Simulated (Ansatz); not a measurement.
The reference is TiO2 in the rutile structure (space group P4_2/mnm, No. 136; a = 4.591 Å, c = 2.939 Å).

Calculations: Ansatz (an electronic-structure program) PBEsol, without spin-orbit coupling.

Base values:

```
Quantity                               Value
---------------------  ---------------------
Valence-band top at Γ  0.00, -0.45, -0.45 eV
Lattice parameter a                  4.591 Å
```

The change: a hydrostatic pressure of 30 GPa.

Question: What happens to the valence-band top at Γ and lattice parameter a?

Answer: The valence-band top at Γ (three highest levels, from the VBM) goes from 0.00, -0.45, -0.45 eV to 0.00, -0.50, -0.50 eV; the lattice parameter a decreases by 0.185 Å (4.591 Å → 4.406 Å).

The levels and masses belong to the bands next to the band gap. Load acts through the strain it causes; cell and atoms are relaxed under it. No phonon test of stability was made. Competing high-pressure phases were not computed. All final runs are without spin polarisation.
